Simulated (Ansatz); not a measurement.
Levels about the gap of amorphous Zr$_{20}$O$_{41}$Li$_{2}$ (63 atoms in a cell of 774 Å³, 5.35 g/cm³; zone centre alone, so wide bands show as single levels with stretches between that a denser mesh fills), at the geometry that PBE relaxed, where it gives 0.0 GPa on a denser mesh. The participation number counts the atoms over which a state spreads; weights are charges in smoothed Voronoi cells. The levels come from a single point, so bond lengths are those of that geometry. Method of the levels: PBE, scalar-relativistic without spin-orbit coupling (Ansatz, an electronic-structure program). Sampling: the zone centre alone; Fermi-Dirac width 0.02 eV; no spin polarisation. At PBE the levels at the filled edge of the gap are localised (band-tail or defect states), and the nearest spread-out levels lie 3.5 eV apart at the zone centre.

Preparation: random packing, a CHGNet melt and quench, and a DFT relaxation. O atoms were pushed apart under 1.9 Å during the dynamics, to hinder bonds among them. The hot cell started wider than the set density and was brought back towards it in steps. It is the lowest in DFT energy of 2 quenches. It is a model cell: composition and starting density were chosen by hand, and all elements were melted together. No dispersion term was used. Its density started from a set value of 5.21 and ended at 5.35 g/cm³. Cooling (nominally 300 K/ps over its main leg) ran many orders faster than in experiment, which tends to leave more defects and strain. A cell of this size samples the disorder only roughly. Volume and shape were free in the relaxation.

```json
[
 {"E - E(highest filled), eV": "-0.53", "filling": "filled", "participation number": "14.9", "largest on": "O, 3 neighbours", "weight O": "0.93", "weight Zr": "0.06", "weight Li": "0.00"},
 {"E - E(highest filled), eV": "-0.51", "filling": "filled", "participation number": "23.7", "largest on": "O, 2 neighbours", "weight O": "0.94", "weight Zr": "0.06", "weight Li": "0.00"},
 {"E - E(highest filled), eV": "-0.46", "filling": "filled", "participation number": "16.8", "largest on": "O, 3 neighbours", "weight O": "0.94", "weight Zr": "0.06", "weight Li": "0.01"},
 {"E - E(highest filled), eV": "-0.35", "filling": "filled", "participation number": "10.9", "largest on": "O, 3 neighbours", "weight O": "0.94", "weight Zr": "0.06", "weight Li": "0.01"},
 {"E - E(highest filled), eV": "-0.28", "filling": "filled", "participation number": "15.3", "largest on": "O, 3 neighbours", "weight O": "0.95", "weight Zr": "0.05", "weight Li": "0.01"},
 {"E - E(highest filled), eV": "-0.25", "filling": "filled", "participation number": "13.6", "largest on": "O, 3 neighbours", "weight O": "0.94", "weight Zr": "0.05", "weight Li": "0.01"},
 {"E - E(highest filled), eV": "0.00", "filling": "filled", "participation number": "4.4", "largest on": "O, 3 neighbours", "weight O": "0.95", "weight Zr": "0.05", "weight Li": "0.00"},
 {"E - E(highest filled), eV": "3.22", "filling": "empty", "participation number": "28.5", "largest on": "Zr, 7 neighbours", "weight O": "0.35", "weight Zr": "0.64", "weight Li": "0.01"},
 {"E - E(highest filled), eV": "3.37", "filling": "empty", "participation number": "27.3", "largest on": "Zr, 7 neighbours", "weight O": "0.35", "weight Zr": "0.64", "weight Li": "0.01"},
 {"E - E(highest filled), eV": "3.46", "filling": "empty", "participation number": "22.0", "largest on": "Zr, 7 neighbours", "weight O": "0.34", "weight Zr": "0.66", "weight Li": "0.00"},
 {"E - E(highest filled), eV": "3.62", "filling": "empty", "participation number": "20.5", "largest on": "Zr, 7 neighbours", "weight O": "0.35", "weight Zr": "0.65", "weight Li": "0.00"},
 {"E - E(highest filled), eV": "3.66", "filling": "empty", "participation number": "21.8", "largest on": "Zr, 8 neighbours", "weight O": "0.33", "weight Zr": "0.67", "weight Li": "0.00"},
 {"E - E(highest filled), eV": "3.81", "filling": "empty", "participation number": "28.0", "largest on": "Zr, 7 neighbours", "weight O": "0.35", "weight Zr": "0.64", "weight Li": "0.01"},
 {"E - E(highest filled), eV": "3.86", "filling": "empty", "participation number": "16.7", "largest on": "Zr, 7 neighbours", "weight O": "0.32", "weight Zr": "0.67", "weight Li": "0.01"}
]
```

Most localised among these is the filled level at +0.00 eV, on a O atom, which has 3 neighbours (Zr 2.03 Å, Zr 2.09 Å, Zr 2.38 Å).
